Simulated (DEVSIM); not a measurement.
Device: abrupt InP p-n junction, at 350 K.

Layer 1 from the left is InP, thickness (μm) 16.0, Na (cm⁻³) 5.7e15, τn (s) 8e-8, τp (s) 8e-8. Layer 2 from the left is InP, thickness (μm) 0.600, Nd (cm⁻³) 5.6e16, τn (s) 8e-8, τp (s) 8e-8.

Left contact: ohmic. Right contact: ohmic. Voltage is applied to the left contact. Recombination: SRH at mid-gap, Auger. Mobility is constant in doping.

The device is made up for the run: typed textbook-type constants, with dimensions and the other settings drawn at random. Values at 300 K; Nc and Nv go as T^1.5, mobilities as T to minus their exponent, the gap by Varshni's rule with the affinity fixed.

InP: gap (eV) 1.344, affinity (eV) 4.38, permittivity 12.5, Nc (cm⁻³) 5.7e17, Nv (cm⁻³) 1.1e19, μn (cm²/Vs) 5200, μp (cm²/Vs) 170, T exponent of μn 2, T exponent of μp 2, Cn (cm⁶/s) 9e-31, Cp (cm⁶/s) 9e-31, Varshni α (eV/K) 0.000363, Varshni β (K) 162.

Estimate by hand the built-in potential, the peak field at zero bias, the capacitance at -3 V, and compare with a numerical solution.


- Built-in potential: ni = √(Nc Nv) exp(−Eg/2kT) = 8.69e8 cm⁻³ with Eg = 1.328 eV; Vbi = kT/q ln(Na Nd/ni²) = 1.016 V; numerical 1.016 V.
- Peak field at zero bias: depletion approximation: W = √(2εVbi/(qN)) = 0.521 μm with N = 5.17e15 cm⁻³; field = 2Vbi/W = 39000 V/cm; numerical 38000 V/cm (estimate above by 2.8 %).
- Capacitance at -3 V: C = √(qεN / 2(Vbi + |V|)) = 10.7 nF/cm²; numerical 10.8 nF/cm² (estimate below by 0.75 %).

DEVSIM, 1D drift-diffusion, Boltzmann statistics, complete ionisation; no tunnelling, impact ionisation, image-force lowering or self-heating.
